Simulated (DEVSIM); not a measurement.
abrupt Ge n-p junction

Device: abrupt Ge n-p junction, at 350 K.

```csv
layer (left to right),material,thickness (μm),Nd (cm⁻³),Na (cm⁻³),τn (s),τp (s)
1,Ge,0.190,4.1e18,-,1.6e-6,1.6e-6
2,Ge,300,-,1.5e16,1.6e-6,1.6e-6
```

Left contact: ohmic. Right contact: ohmic. Voltage is applied to the left contact. Recombination: SRH at mid-gap, radiative, Auger. Mobility is constant in doping.

The device is made up for the run: typed textbook-type constants, with dimensions and the other settings drawn at random. Values at 300 K; Nc and Nv go as T^1.5, mobilities as T to minus their exponent, the gap by Varshni's rule with the affinity fixed.

```tsv
parameter	Ge
gap (eV)	0.664
affinity (eV)	4
permittivity	16
Nc (cm⁻³)	1.04e19
Nv (cm⁻³)	6e18
μn (cm²/Vs)	3900
μp (cm²/Vs)	1900
T exponent of μn	1.66
T exponent of μp	2.33
B (cm³/s)	6.4e-14
Cn (cm⁶/s)	1e-31
Cp (cm⁶/s)	1e-31
Varshni α (eV/K)	0.000477
Varshni β (K)	235
```

DEVSIM, 1D drift-diffusion, Boltzmann statistics, complete ionisation; no tunnelling, impact ionisation, image-force lowering or self-heating.

```
Item                                                 Value
---------------------------------------------  -----------
Potential step across the device at zero bias      0.422 V
Largest field in the device at zero bias       110000 V/cm
Dark forward voltage at 1 A/cm²                    0.151 V
Dark forward voltage at 100 A/cm²                  0.586 V
```

Dark forward current:

(V (V), J (A/cm²)): (-0.05, -0.036); (-0.15, -0.97); (-0.20, -3.2); (-0.30, -14); (-0.40, -34); (-0.45, -47); (-0.55, -84); (-0.65, -130); (-0.75, -200); (-0.80, -230); (-0.90, -310); (-1.00, -410); (-1.05, -460); (-1.15, -580)
